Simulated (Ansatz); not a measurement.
Si (R-3, No. 148, 8 atoms in the cell; start mp-571520; another form than the element's usual one), treated with r²SCAN in Ansatz (plane waves, PAW).

Settings: plane-wave cutoff 560 eV, 12×12×12 k mesh, Fermi–Dirac smearing 0.05 eV, scalar-relativistic PAW data made under PBE.

Cell (relaxed at this level):

Si is taken in the trigonal space group R-3, hexagonal axes (No. 148), Pearson symbol hR8. Lattice parameters: a = b = 9.431 Å, c = 5.666 Å, α = β = 90.00°, γ = 120.00°. Si1 on 18f is surrounded by 4 Si at 2.343–2.387 Å. Si2 on 6c has 4 Si at 2.378–2.407 Å. (Neighbours: up to the widest gap in distance over summed covalent radii, below 1.35, at either atom.)
(The calculation used a cell of 8 atoms; values per cell refer to that cell.)

Estimate the bulk modulus B0 that the calculation returns.


bulk modulus B0: 86.6 GPa

The run finds no gap.

Note: the bulk modulus is −V dP/dV from two relaxed cells at ±2 % in volume; the relaxation could not lower the start's symmetry, so the cell can be a saddle point above a distorted one.

The computed numbers hold no vibrational or temperature effects.

It cost about 8 core-minutes (a rough figure) of CPU time.

A start named mp-… is a Materials Project structure, which need not be a measured phase.

Ansatz is an electronic-structure program.
